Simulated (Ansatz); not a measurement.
**Effect of isotropic strain +1.63 % on PbSe**

Base system: PbSe in the rock salt structure (space group Fm-3m, No. 225; a = 6.1016 Å).

It is then changed as follows: an isotropic linear strain of +1.63 %; the atoms relax in the strained cell.

Level of theory: PBEsol (Ansatz, an electronic-structure program; PAW; 420 eV plane waves; no spin-orbit coupling). Settings: 9×9×9 k-points, 0.05 eV Fermi–Dirac smearing.

```csv
quantity,base,changed,shift
volume per atom,28.39 Å³,29.81 Å³,+1.411 Å³
space group,Fm-3m (No. 225),Fm-3m (No. 225),–
shortest interatomic distance,3.051 Å,3.101 Å,+0.050 Å
energy relative to the base (free energy F),0 meV/atom,+11 meV/atom,+11 meV/atom
pressure,0.00 GPa,-2.33 GPa,-2.33 GPa
band gap,0.17 eV,0.32 eV,+0.157 eV
gap character,direct at L,direct at L,–
mean gap deformation potential ΔEg/Δln V,–,+3.2 eV,–
width of the top valence band,3.32 eV,2.98 eV,-0.34 eV
electron mass,"0.066 mₑ along k, 0.12 mₑ across (at L)",0.12 mₑ (at L),–
hole mass,"0.072 mₑ along k, 0.094 mₑ across (at L)","0.14 mₑ along k, 0.11 mₑ across (at L)",–
"valley order (the lowest conduction-band minima on the path, energy above the VBM, named in the base's zone)","L along ⟨111⟩ 0.17 eV; a point along ⟨110⟩, about 0.6 Å⁻¹ from Γ 1.03 eV","L along ⟨111⟩ 0.32 eV; a point along ⟨110⟩, about 0.6 Å⁻¹ from Γ 1.14 eV",–
```

Spin-orbit coupling, missing from the scalar runs, can matter with Pb. Masses are band curvatures over ±0.01 Å⁻¹ around the edge. Along k means along the line from Γ to the band edge. No phonon test of stability was made. A zero or small gap of PbSe can be the functional's error rather than a property of the material.
